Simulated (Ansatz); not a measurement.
Ba in the diamond structure (space group Fd-3m, No. 227; a hypothetical phase, not in the database extracts checked)

```
CELL_PARAMETERS angstrom
      0.00000     3.83725     3.83725
      3.83725     0.00000     3.83725
      3.83725     3.83725     0.00000
ATOMIC_POSITIONS crystal
  Ba 0.25000 0.25000 0.25000
  Ba 0.00000 0.00000 0.00000
```

Computed with plane-wave PAW DFT at the PBE level (Ansatz, a quantum-chemistry and plane-wave program, 420 eV), no SOC. k-mesh 11×11×11 (Γ-centred); smearing 0.05 eV (Fermi–Dirac).

```yaml
volume_per_atom: 56.50 Å³
density: 4.04 g/cm³
band_gap: zero
total_energy: -5948.587 eV/atom (σ→0; compares only within this code and set-up)
```

Whether these cells are dynamically stable was not tested.
